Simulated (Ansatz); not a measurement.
What isotropic strain −1.50 % does to BAs

Take BAs in the zinc blende structure (space group F-43m, No. 216; a = 4.784 Å) as the base.

One thing is altered: the cell is scaled by 0.9850 in all directions; the atoms relax in the strained cell.

The values are results of r2SCAN (Ansatz, a first-principles code, PAW, no spin-orbit coupling), not measurements. Settings: 12×12×12 k-points, 0.05 eV Fermi–Dirac smearing.

| quantity | base | changed | shift |
|---|---|---|---|
| volume per atom | 13.69 Å³ | 13.08 Å³ | -0.61 Å³ |
| space group | F-43m (No. 216) | F-43m (No. 216) | – |
| shortest interatomic distance | 2.071 Å | 2.040 Å | -0.031 Å |
| energy relative to the base (free energy F) | 0 meV/atom | +13 meV/atom | +13 meV/atom |
| pressure | 0.00 GPa | 7.00 GPa | +7.00 GPa |
| band gap | 1.38 eV | 1.33 eV | -0.05 eV |
| smallest direct gap | 3.44 eV | 3.49 eV | +0.05 eV |
| electron mass | 1.1 mₑ along k, 0.21 mₑ across (off the special points) | 1.1 mₑ along k, 0.21 mₑ across (off the special points) | – |
| hole mass (degenerate bands, along [100]) | 0.21, 0.22, 0.22 mₑ (at Γ) | 0.21, 0.21, 0.23 mₑ (at Γ) | – |

Effective masses come from finite differences of ±0.01 Å⁻¹. Along k means along the line from Γ to the band edge. Whether these cells are dynamically stable was not tested.
